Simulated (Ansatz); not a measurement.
Base system: Al in the fcc (Cu type) structure (space group Fm-3m, No. 225; a = 4.040 Å).

All numbers come from Ansatz (a program for electronic structure) PBE, no spin-orbit coupling, earlier PAW set.

For the base:

```
Quantity              Result
-------------------  -------
Lattice parameter a  4.040 Å
```

Now apply this change: a hydrostatic pressure of 30 GPa.

Problem. Predict the new lattice parameter a.

Solution. The lattice parameter a shrinks by 0.299 Å (4.040 Å → 3.741 Å).

Load acts through the strain it causes; cell and atoms are relaxed under it. Whether these cells are dynamically stable was not tested. Competing high-pressure phases were not computed.
